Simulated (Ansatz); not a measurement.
The starting structures come from a database of crystals and need not be the phases stable at ambient conditions.

 Where the default PAW files enter, the runs use the earlier of Ansatz's two default sets.

Inside the gap of an insulator the Bloch states are evanescent, with a wavenumber k + iκ along the transport direction.

```
CdMgTe2
1.0
    4.51897     0.00000     0.00000
   -2.25948     7.47124     0.00000
    2.25948     0.68332     3.93206
Mg Cd Te
1 1 2
Direct
  0.00164   0.50246   0.49918
  0.99899   0.99848   0.00051
  0.74677   0.62015   0.12662
  0.75258   0.12887   0.62371
```

Space group of this cell: Cm. The cell is strained (lengths across the current scaled by 0.98, ions clamped); by PBEsol its mean pressure is 0.7 GPa.

Transport runs along the normal of the first two printed cell vectors.

The gap is the functional's own, uncorrected, and κ follows it; spin-orbit coupling is left out. Mid-gap values are interpolated between the computed energies.

Question: State the band gap and the smallest decay constant κ at mid-gap according to PBEsol (Ansatz, a first-principles code).

Answer: Gap 1.30 eV on a 8×8×8 mesh; κ = 0.093 1/Å, at the zone centre.
